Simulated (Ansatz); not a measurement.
For Be₅Au (F-43m, No. 216), PBEsol in Ansatz (plane waves, PAW) gives:

- lattice constant a: 6.072 Å
- cohesive energy: 4.06 eV/atom
- formation enthalpy: -0.118 eV/atom

Problem. What does PBE0 (Ansatz, a first-principles code, plane waves, PAW) give for the same quantities?

Solution. 
- lattice constant a: 6.090 Å (rises by 0.3 %)
- cohesive energy: 3.66 eV/atom (decreases by 0.40 eV/atom)
- formation enthalpy: -0.093 eV/atom (moves by +0.025 eV/atom)

Changes are worked out from the printed values.

Unless a cell is named, each level is at its own relaxed cell (PBEsol 9.33, PBE0 9.41 Å³/atom).

Levels without +SOC leave out spin–orbit coupling, which shifts energies and cells of such heavy elements.

Ansatz's density-functional and Hartree–Fock values are scalar-relativistic unless marked +SOC, with PAW data made under PBE.
